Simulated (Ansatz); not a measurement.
# Fermi-surface data of CoSn under load (space group P6/mmm)

Consider the following.

```
CELL_PARAMETERS angstrom
      5.19556     0.00000     0.00000
     -2.59778     4.49949     0.00000
      0.00000     0.00000     4.15196
ATOMIC_POSITIONS crystal
  Co 0.00000 0.50000 0.00000
  Co 0.50000 0.00000 0.00000
  Co 0.50000 0.50000 0.00000
  Sn 0.66667 0.33333 0.50000
  Sn 0.33333 0.66667 0.50000
  Sn 0.00000 0.00000 0.00000
```

Calculation: PBEsol, rigid bands (plane waves, PAW, scalar-relativistic; Ansatz, a first-principles code). Condition of this run: hydrostatic pressure 2 GPa (the target of the relaxation). Geometry: cell and atoms relaxed with PBEsol, then loaded as said.

```yaml
density of states at the Fermi level: 2.50 states/(eV·cell), both spins
bare Sommerfeld coefficient: 0.98 mJ/(mol of atoms·K²)
drude_plasma_energy: 1.87 (x), 1.87 (y), 7.1 (z) eV
root-mean-square Fermi velocity: 5.3e5 m/s
resistivity times τ: 141 (x), 141 (y), 9.8 (z) ×10⁻²² Ω·m·s
```

A metal at this level (no band gap); rigid bands, thermally averaged at 300 K, both spins. Spin-orbit coupling is left out. τ is one relaxation time for all states.

Treated as nonmagnetic (a ferromagnetic start lost its moment, other orders weren't tried): CoSn under load (space group P6/mmm).
